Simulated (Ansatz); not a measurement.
# Pd in the fcc (Cu type) structure (space group Fm-3m, No. 225)

```
CELL_PARAMETERS angstrom
      0.00000     1.95418     1.95418
      1.95418     0.00000     1.95418
      1.95418     1.95418     0.00000
ATOMIC_POSITIONS crystal
  Pd 0.00000 0.00000 0.00000
```

Level of theory: plane-wave PAW DFT at the r2SCAN level (Ansatz, a program for electronic structure, 500 eV), no SOC. k-mesh 20×20×20 (Γ-centred); smearing 0.05 eV (Fermi–Dirac).

The volume per atom comes out as 14.93 Å³ and the density comes out as 11.84 g/cm³. The band gap is zero and the total energy is -6985.734 eV/atom (σ→0; compares only within this code and set-up).

Whether these cells are dynamically stable was not tested. The final runs are not spin-polarised. Pd has a high density of states at the Fermi level and may be magnetic at this level.
